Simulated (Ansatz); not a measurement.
Reference: Ti$_{2}$InN (P6_3/mmc), PBEsol, DFPT electron-phonon coupling, linearised Boltzmann equation (plane waves, PAW, scalar-relativistic; Ansatz, a program for electronic structure); geometry: relaxed with this functional, without spin-orbit coupling.

```yaml
crystal:
  lattice:
    - [3.05359, 0.00000, 0.00000]
    - [-1.52680, 2.64449, 0.00000]
    - [0.00000, 0.00000, 13.87778]
  atoms:
    - { symbol: Ti, position: [0.66667, 0.33333, 0.42081] }
    - { symbol: Ti, position: [0.33333, 0.66667, 0.57919] }
    - { symbol: Ti, position: [0.33333, 0.66667, 0.92081] }
    - { symbol: Ti, position: [0.66667, 0.33333, 0.07919] }
    - { symbol: In, position: [0.66667, 0.33333, 0.75000] }
    - { symbol: In, position: [0.33333, 0.66667, 0.25000] }
    - { symbol: N, position: [0.00000, 0.00000, 0.00000] }
    - { symbol: N, position: [0.00000, 0.00000, 0.50000] }
```

| Item | Result |
|---|---|
| resistivity at 300 K | 32 μΩ·cm |
| electron-phonon coupling λ | 0.42 |
| logarithmic mean phonon energy | 26 meV |

### Question
Replace In by Al on the same sites and relax. What happens?

### Answer
Ti2AlN (P6_3/mmc): volume per atom 14.0 to 12.9 Å³; resistivity at 300 K falls (32 μΩ·cm to 18.2 μΩ·cm); electron-phonon coupling λ falls (0.42 to 0.27); logarithmic mean phonon energy rises (26 meV to 35 meV).

Moves up to 5 % count as about the same. Metals; harmonic phonons alone scatter; means over directions. Halving the electron mesh moves these values by up to 4 %; q meshes are mostly untested. Spin-orbit coupling is left out.

Computed structure with no diffraction record at hand here (it may be known, metastable or hypothetical): Ti2AlN (P6_3/mmc), Ti2InN (P6_3/mmc).
